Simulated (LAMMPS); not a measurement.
Consider InP (zinc blende), 1728 atoms, at 1010 K and 0 GPa, heated as the crystal in molecular dynamics.

All values are model results, not measurements: classical MD, pair style vashishta, file InP.vashishta; code LAMMPS.

- state found: crystal; no diffusion seen in 30 ps
- density: 4.5559 ± 0.0005 g/cm³
- volume per atom: 26.569 ± 0.003 Å³
- enthalpy per atom: -3.1942 ± 0.0001 eV
- first peak of g(r), In-P: 2.55 Å, height 8.3
- coordination number of In by P: 4.00 (counted to 3.70 Å)
- coordination number of P by In: 4.00 (counted to 3.70 Å)
- most common P-In-P angle: in the 3° bin centred on 109.5° (mean of all 109°)
- mean frequency of the velocity spectrum: 5.9 THz
- cost: about 120 core-seconds (a rough figure)

Potential: file InP.vashishta of the LAMMPS distribution; its header cites Branicio, Rino, Gan and Tsuzuki, J. Phys Condensed Matter 21 (2009) 095002.

States go by the mean squared displacement: a species diffuses where it passes 1.5 Å², still rises and gives D over 1e-6 cm²/s; a crystal has left its structure where atoms lie 0.35 Å off their sites on average or a cubic box changes its shape by 3 %.

The ± values are statistical; the model's systematic error is not in them.

```
frequency (THz)  spectral density (1/THz), total  spectral density (1/THz), In  spectral density (1/THz), P
---------------  -------------------------------  ----------------------------  ---------------------------
0.09850                                   0.0006                        0.0005                       0.0001
0.4915                                    0.0070                        0.0056                       0.0015
0.8845                                    0.0351                        0.0280                       0.0071
1.277                                     0.0762                        0.0616                       0.0146
1.671                                     0.1279                        0.1048                       0.0231
2.063                                     0.1572                        0.1318                       0.0254
2.457                                     0.1660                        0.1429                       0.0232
2.849                                     0.1468                        0.1290                       0.0178
3.243                                     0.1240                        0.1108                       0.0132
3.636                                     0.1214                        0.1091                       0.0123
4.029                                     0.1253                        0.1144                       0.0109
4.422                                     0.1039                        0.0937                       0.0102
4.815                                     0.0467                        0.0369                       0.0098
5.208                                     0.0242                        0.0136                       0.0106
5.601                                     0.0194                        0.0071                       0.0123
5.994                                     0.0207                        0.0051                       0.0156
6.387                                     0.0260                        0.0048                       0.0212
6.780                                     0.0368                        0.0056                       0.0313
7.174                                     0.0627                        0.0087                       0.0540
7.566                                     0.1216                        0.0170                       0.1046
7.960                                     0.2003                        0.0273                       0.1731
8.352                                     0.1953                        0.0241                       0.1712
8.745                                     0.1533                        0.0150                       0.1383
9.139                                     0.1429                        0.0106                       0.1323
9.532                                     0.0874                        0.0063                       0.0811
9.925                                     0.0420                        0.0038                       0.0382
10.32                                     0.0280                        0.0030                       0.0250
10.71                                     0.0223                        0.0027                       0.0196
11.10                                     0.0185                        0.0023                       0.0162
11.50                                     0.0160                        0.0020                       0.0140
11.89                                     0.0136                        0.0017                       0.0119
12.28                                     0.0113                        0.0015                       0.0098
12.68                                     0.0088                        0.0012                       0.0076
13.07                                     0.0066                        0.0009                       0.0056
13.46                                     0.0050                        0.0007                       0.0043
13.86                                     0.0039                        0.0006                       0.0033
14.25                                     0.0032                        0.0005                       0.0027
14.64                                     0.0029                        0.0004                       0.0024
15.03                                     0.0029                        0.0004                       0.0024
15.43                                     0.0030                        0.0005                       0.0026
15.82                                     0.0033                        0.0005                       0.0027
16.21                                     0.0033                        0.0005                       0.0028
16.61                                     0.0031                        0.0005                       0.0026
17.00                                     0.0026                        0.0004                       0.0022
17.39                                     0.0023                        0.0004                       0.0019
17.79                                     0.0019                        0.0003                       0.0016
18.18                                     0.0016                        0.0003                       0.0013
18.57                                     0.0014                        0.0002                       0.0011
18.96                                     0.0012                        0.0002                       0.0010
19.36                                     0.0010                        0.0002                       0.0008
```
